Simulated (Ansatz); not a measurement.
A relaxation of cell and atoms of Al₂Sn₂Ba₃ (Immm, 7 atoms in the cell) with Ansatz (a program for electronic structure).

Level of theory: PBEsol, default PAW files made with PBE (plane waves; Ansatz).

```
CELL_PARAMETERS angstrom
     -2.29700     2.61500    10.31700
      2.29700    -2.61500    10.31700
      2.29700     2.61500   -10.31700
ATOMIC_POSITIONS crystal
  Al 0.56220 0.06220 0.50000
  Al 0.43780 0.93780 0.50000
  Sn 0.63710 0.63710 0.00000
  Sn 0.36290 0.36290 0.00000
  Ba 0.00000 0.50000 0.50000
  Ba 0.81710 0.81710 0.00000
  Ba 0.18290 0.18290 0.00000
```

Reference input (self-consistent single point, DFT, PBEsol, plane waves, default PAW files made with PBE): basis.ecutwfc = 420 eV; kpoints.mp_grid.grid = 7 7 7; hamiltonian.xc = pbesol; hamiltonian.pseudopotentials = {kind: paw} (the program's default PAW files); scf.occupations.method = fermi_dirac; scf.occupations.width = 0.05 eV. This run's input differs from it in these lines:

```diff
@@ -23,2 +23,4 @@
   occupations: { method: fermi_dirac, width: 0.05 }
+relax:
+  cell: { p_target: "-2.0 GPa" }
 output:
```

Log, with long lists cut:

```
   [... SCF lines of the steps left out ...]
relax step   1: F+E_penalty+E_count = -30540.25502431 eV  Δ(F+E_penalty+E_count) = +0.000e0 eV  max|allowed force component| = 8.543e-2 eV/Å  Δτ_max = 0.0000 Å  P = -0.882 GPa  Ω = 247.883 Å³  (8 SCF iters, dr2 threshold 1.00e-7 eV, accepted)
relax step   2: F+E_penalty+E_count = -30540.19026874 eV  Δ(F+E_penalty+E_count) = +6.476e-2 eV  max|allowed force component| = 4.013e-2 eV/Å  Δτ_max = 0.0411 Å  P = -1.773 GPa  Ω = 256.115 Å³  energy of the carried Pulay correction = -6.310e-4 eV  [...]
   [... lines left out ...]
relax step   4: F+E_penalty+E_count = -30540.15838891 eV  Δ(F+E_penalty+E_count) = +3.586e-3 eV  max|allowed force component| = 3.946e-3 eV/Å  Δτ_max = 0.0070 Å  P = -2.006 GPa  Ω = 259.003 Å³  energy of the carried Pulay correction = -8.475e-4 eV  [...]
relax step   5: F+E_penalty+E_count = -30540.15938025 eV  Δ(F+E_penalty+E_count) = -9.913e-4 eV  max|allowed force component| = 4.014e-3 eV/Å  Δτ_max = 0.0000 Å  P = -2.002 GPa  Ω = 259.003 Å³  stress off target by 2.69e-2 GPa  SCF on the basis [...]
basis re-selected at this cell: Δ(F+E_penalty+E_count) = -9.913e-4 eV, ΔP = +0.004 GPa vs the last step
the relaxation is at rest under the 8 symmetry operations that the run kept from its start: a minimum is not shown …
Free energy (F): -30540.159380 eV
Internal energy: -30540.134967 eV  (E = F + TS)
E sigma→0 (E₀):  -30540.147173 eV
Entropy (-TS):   -0.024414 eV (-3.488 meV/atom)
Fermi energy:    7.103256 eV
--- Forces (eV/Å), atoms counted from 1 ---
  atom   1  Al    -0.00000000    -0.00000000     0.00334224
   [... lines left out ...]
  cell:  # Å, volume = 259.0033 Å³
   [... lines left out ...]
    - { symbol: Sn, position: [0.36520239367746576, 0.36520239367746576, 2.9515120361369357e-18] }
    - { symbol: Ba, position: [-6.605587946296995e-20, 0.49999999999999994, 0.49999999999999994] }
    - { symbol: Ba, position: [0.8197390424658874, 0.8197390424658874, 6.0711482993994536e-18] }
    - { symbol: Ba, position: [0.18026095753411234, 0.18026095753411234, 6.299772430635462e-19] }
```

The run converged. 

Summary of the result:
```
Property                                                                                                                 Result
-----------------------------------------------  ------------------------------------------------------------------------------
Free energy E − TS (on the zero of these files)                                                                  -30540.1594 eV
Fermi level (on the code's own zero)                                                                                    7.10 eV
Pressure                                                                                                              -2.00 GPa
Largest force (vector length)                                                                                        0.004 eV/Å
Final cell                                       a = 11.090 Å, b = 11.090 Å, c = 11.090 Å, α = 155.77°, β = 152.39°, γ = 37.05°
Final volume per atom                                                                                                  37.00 Å³
Relaxation steps                                                                                                              5
```

The starting cell comes from a database of published, mostly measured structures (it also holds non-ambient and calculated ones), without a prior relaxation at this level. The relaxation keeps the symmetry of its start, so its end need not be a minimum. Ansatz's pressure includes its estimate of the finite-basis (Pulay) stress.

Cost on one core of a shared machine: roughly 6 min.

Keys are those of Ansatz 0.2.
